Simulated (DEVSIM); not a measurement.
Structure: abrupt Si p-n junction, at 250 K.

Layer 1 from the left is Si, thickness (μm) 0.330, Na (cm⁻³) 3.7e16, τn (s) 7e-7, τp (s) 7e-7. Layer 2 from the left is Si, thickness (μm) 0.800, Nd (cm⁻³) 9.1e14, τn (s) 7e-7, τp (s) 7e-7.

Left contact: ohmic. Right contact: ohmic. Voltage is applied to the left contact. Recombination: SRH at mid-gap. Mobility is μmin + (μ − μmin)/(1 + (N/Nref)^α).

The device is made up for the run: typed textbook-type constants, with dimensions and the other settings drawn at random. Values at 300 K; Nc and Nv go as T^1.5, mobilities as T to minus their exponent, the gap by Varshni's rule with the affinity fixed.

Si: gap (eV) 1.124, affinity (eV) 4.05, permittivity 11.7, Nc (cm⁻³) 2.86e19, Nv (cm⁻³) 3.1e19, μn (cm²/Vs) 1417, μp (cm²/Vs) 470, μn,min 52, μp,min 45, Nref,n 9.7e16, Nref,p 2.2e17, αn 0.68, αp 0.72, T exponent of μn 2.3, T exponent of μp 2.2, Varshni α (eV/K) 0.000473, Varshni β (K) 636.

DEVSIM, 1D drift-diffusion, Boltzmann statistics, complete ionisation; no tunnelling, impact ionisation, image-force lowering or self-heating.

**Question.** What does the simulation give for the dark forward voltage at 100 A/cm², the dark forward voltage at 1 A/cm²?

**Answer.** dark forward voltage at 100 A/cm² 0.739 V; dark forward voltage at 1 A/cm² 0.615 V.
